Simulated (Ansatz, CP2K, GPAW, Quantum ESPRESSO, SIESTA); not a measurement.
## Code comparison for Na3Cd (Fm-3m, 4 atoms in the cell)

Self-consistent single point.

```
Na3Cd
1.0
    0.00000     3.87624     3.87624
    3.87624     0.00000     3.87624
    3.87624     3.87624     0.00000
Na Cd
3 1
Direct
  0.25000   0.25000   0.25000
  0.75000   0.75000   0.75000
  0.50000   0.50000   0.50000
  0.00000   0.00000   0.00000
```

Shared settings, as Ansatz (a quantum-chemistry and plane-wave program) writes them: kpoints.mp_grid.grid = 10 10 10; scf.occupations.method = fermi_dirac; scf.occupations.width = 0.1 eV. Potentials and cutoffs stand in the table.

```csv
code,model,pressure (GPa),cutoff
Ansatz,"PBEsol, PAW files made with PBE",-0.17,420 eV
Quantum ESPRESSO,"PBEsol, GBRV 1.5 ultrasoft (PBESOL) pseudopotentials",-0.25,40 Ry
CP2K,"PBEsol, GPW, DZVP-MOLOPT-SR-GTH basis, GTH-PBE potentials (GTH_POTENTIALS)",-0.52,grid 950 Ry
GPAW,"PBEsol, GPAW PAW datasets PBEsol (made by gpaw-setup)",-0.21,800 eV
SIESTA,"GGA PBEsol, numerical atomic orbitals DZP, PseudoDojo PBEsol standard norm-conserving potentials (rewritten from UPF to PSML)",0.22,grid 400 Ry
```

The spread over the programs that give each value: pressure within 0.74 GPa.

CP2K and SIESTA use small atom-centred bases, whose incompleteness enters pressures, forces and empty levels differently from a plane-wave cutoff. Ansatz's pressure is given at a fixed set of plane waves, as the other plane-wave codes print theirs.

The starting cell comes from a database of computed structures (which also holds hypothetical and non-ambient phases and stackings), without a prior relaxation at this level.

Left out of this page: FLEUR (with a known weakness of the program).

Keys are those of Ansatz 0.2.
